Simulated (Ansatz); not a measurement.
AlP (model structure, started from the beta GaS type, P6₃/mmc, No. 194, 8 atoms in the cell): properties by level of theory

```csv
level (code),equilibrium lattice constant a (Å),lattice parameter c (Å)
PBE (Ansatz),___,15.626
PBEsol (Ansatz),3.903,14.140
PBE-D3(BJ) (Ansatz),3.890,13.466
```

Problem. What belongs in the gaps?

Solution. 
- PBE (Ansatz, a quantum-chemistry and plane-wave program), equilibrium lattice constant a (Å): 3.931

Ansatz's density-functional and Hartree–Fock values are scalar-relativistic unless marked +SOC, with PAW data made under PBE.

Computed values are for the static lattice.

A model structure was made by putting elements into a prototype or built by hand; it is no filed structure, need not be a known phase, and can be a saddle point held by its symmetry.
